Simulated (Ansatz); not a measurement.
Input and output of a self-consistent single point for AgAu (P4/mmm, 2 atoms in the cell) (Ansatz, a program for electronic structure).

Method of the run: r2SCAN, default PAW files made with PBE (plane waves; Ansatz).

```
CELL_PARAMETERS angstrom
      2.97552     0.00000     0.00000
      0.00000     2.97552     0.00000
      0.00000     0.00000     3.90006
ATOMIC_POSITIONS crystal
  Ag 0.50000 0.50000 0.50000
  Au 0.00000 0.00000 0.00000
```

Reference input (self-consistent single point, DFT, PBE, plane waves, default PAW files): kpoints.mp_grid.grid = 11 11 9; hamiltonian.xc = pbe; hamiltonian.pseudopotentials = {kind: paw} (the program's default PAW files); scf.occupations.method = fermi_dirac; scf.occupations.width = 0.0073 Ry. This run's input differs from it in these lines:

Ansatz 0.2 input:
```diff
@@ -12,3 +12,3 @@
 hamiltonian:
-  xc: pbe
+  xc: r2scan
   pseudopotentials: { kind: paw }
```

Output, abridged:

```
SCF iter   1: F=—  HF=-20767.609195 eV  |F-HF|=—  |Δ(HF+E_count)|=         —  Δρ=1.39e-2  dr2=7.20e-2  dr2_τ=6.17e-3  ethr=1.77e-3  ⟨swp⟩=4.8  Hψ=9081  notcnv=0
all-band conjugate gradients solve this SCF's bands
preconditioner: auto → Kerker (q_TF=auto, 2.772 Å⁻¹)
SCF iter   2: F=—  HF=-20767.596023 eV  |F-HF|=—  |Δ(HF+E_count)|=   1.32e-2  Δρ=6.01e-3  dr2=1.17e-2  dr2_τ=1.85e-3  ethr=1.89e-4  ⟨swp⟩=1.6  Hψ=3578  notcnv=0
   [... lines left out ...]
SCF iter   6: F=—  HF=-20767.596729 eV  |F-HF|=—  |Δ(HF+E_count)|=   3.01e-5  Δρ=9.63e-5  dr2=3.53e-6  dr2_τ=1.49e-7  ethr=4.37e-8  ⟨swp⟩=2.0  Hψ=3738  notcnv=0
SCF iter   7: F=—  HF=-20767.596729 eV  |F-HF|=—  |Δ(HF+E_count)|=   3.97e-7  Δρ=2.33e-5  dr2=2.38e-7  dr2_τ=1.03e-8  ethr=9.30e-9  ⟨swp⟩=2.0  Hψ=3573  notcnv=0
SCF iter   8: F=-20767.596729 eV  HF=-20767.596729 eV  |F-HF|=5.33e-9  |Δ(HF+E_count)|=   5.83e-8  Δρ=8.29e-6  dr2=2.91e-8  dr2_τ=7.77e-10  ethr=2.63e-10  ⟨swp⟩=4.5  Hψ=8666  notcnv=0
SCF 1 converged in 8 iterations: F = -20767.596729 eV  dr2 = 2.91e-8
Free energy (F): -20767.596729 eV
Internal energy: -20767.579362 eV  (E = F + TS)
E sigma→0 (E₀):  -20767.588046 eV
Entropy (-TS):   -0.017367 eV (-8.684 meV/atom)
Fermi energy:    18.608156 eV
--- Forces (eV/Å), atoms counted from 1 ---
  atom   1  Ag     0.00000000     0.00000000     0.00000000
  atom   2  Au    -0.00000000    -0.00000000     0.00000000
--- Stress (GPa, compression-positive) ---
        0.034071       0.000000       0.000000
        0.000000       0.034071       0.000000
        0.000000       0.000000       2.937521
  P = ⅓ Tr σ = 1.0019 GPa (10.019 kbar)
  The stress holds the Pulay correction. Without it, at fixed plane waves, as pw.x and ABINIT print it: P = 0.9131 GPa
```

The run converged in 8 iterations. Against the reference run the pressure goes from 4.32 to 1.00 GPa. The full log also holds: “WARN basis.ecutwfc = 500 eV, the default”.

The starting cell was generated: these elements placed on a structure prototype, without a prior relaxation; it need not be a known phase or ordering of this composition. Its lattice was rescaled by a random factor within 2.5 % of one. Ansatz's pressure includes its estimate of the finite-basis (Pulay) stress.
